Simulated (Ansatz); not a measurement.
Defect migration in fcc Al: Si-vacancy pair (Si on one host Al site, one Al site vacant), neutral cell. The step: the Si atom itself jumps into the vacancy (Si-vacancy distance between ideal sites 2.86 Å throughout); the atom moves 2.76 Å along (0.00, 0.48, 0.48) of the unit cell; the moving atom starts with neighbours 4 Al at 2.78, 2 Al at 2.84, 5 Al at 2.88 Å and ends with 4 Al at 2.78, 2 Al at 2.84, 5 Al at 2.88 Å. DFT values are from Ansatz (plane-wave PAW, 420 eV unless said) in a cell of 32 host sites, spin-restricted, static, with no finite-size correction. Forms of the defect that were not tried may lie lower. For the PBE band: the saddle point's order was not checked, and it lies on a symmetry element of the cell, where a band can be held.

| Level | Forward barrier (eV) | Cost of the band or of the saddle's single point |
|---|---|---|
| CHGNet universal potential (has no charge state), its own band | 0.18 | - |
| PBE, a 3×3×3 k-point mesh shifted by half a step, band relaxed | 0.45 | around 14 core-minutes (rough) |
| PBE, a 5×5×5 k-point mesh shifted by half a step, same geometries | 0.51 | roughly 4 core-minutes |
| r2SCAN at 500 eV, a 3×3×3 k-point mesh shifted by half a step, same geometries | 0.47 | about 2.0 core-minutes (a rough figure) |

Ansatz is a quantum-chemistry and plane-wave program.
